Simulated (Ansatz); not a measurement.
Where the default PAW files enter, the runs use the earlier of Ansatz's two default sets.

Tunnelling through a barrier is set by its complex band structure: the current falls as exp(−2κd) with the smallest κ.

Consider the following.

```
CELL_PARAMETERS angstrom
      3.87624     0.00000     0.00000
      0.00000    10.95816     0.00000
      0.00000     0.00000     4.43116
ATOMIC_POSITIONS crystal
  Ge 0.75000 0.12315 0.11420
  Ge 0.25000 0.87685 0.88580
  Ge 0.25000 0.37685 0.61420
  Ge 0.75000 0.62315 0.38580
  Se 0.75000 0.85461 0.49803
  Se 0.25000 0.14539 0.50197
  Se 0.25000 0.64539 0.99803
  Se 0.75000 0.35461 0.00197
```

Space group of this cell: Pnma. The cell was relaxed by PBE-D3(BJ); by PBEsol its mean pressure is -2.2 GPa.

Transport runs along the normal of the first two printed cell vectors.

The gap is the functional's own. No spin-orbit coupling. Mid-gap values are interpolated on the energy grid.

Give the band gap and the smallest decay constant κ at mid-gap that Ansatz (a quantum-chemistry and plane-wave program) with PBEsol yields.

Gap 0.71 eV on a 8×4×8 mesh; κ = 0.098 1/Å, at the zone centre.
